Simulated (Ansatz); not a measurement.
Ru (model structure, Im-3m, No. 229, 1 atom in the cell)

Level of theory: LDA (Ansatz, a first-principles code, PAW).

Settings: plane-wave cutoff 520 eV, 26×26×26 k mesh, Fermi–Dirac smearing 0.05 eV, no spin polarisation, scalar-relativistic PAW data made under PBE.

Cell (relaxed at this level):

```yaml
crystal:
  lattice:
    - [-1.49981, 1.49981, 1.49981]
    - [1.49981, -1.49981, 1.49981]
    - [1.49981, 1.49981, -1.49981]
  atoms:
    - { symbol: Ru, position: [0.00000, 0.00000, 0.00000] }
```

bulk modulus B0: 332 GPa

Note: the run has no spin polarisation, so it can have missed a magnetic state; the bulk modulus is −V dP/dV from two relaxed cells at ±2 % in volume; the relaxation could raise the start's symmetry but not lower it, so the cell can be a saddle point.

Computed values are for the static lattice.

The result took roughly 10 core-seconds.

A model structure was made by putting elements into a prototype or built by hand; it is no filed structure, need not be a known phase, and can be a saddle point held by its symmetry.
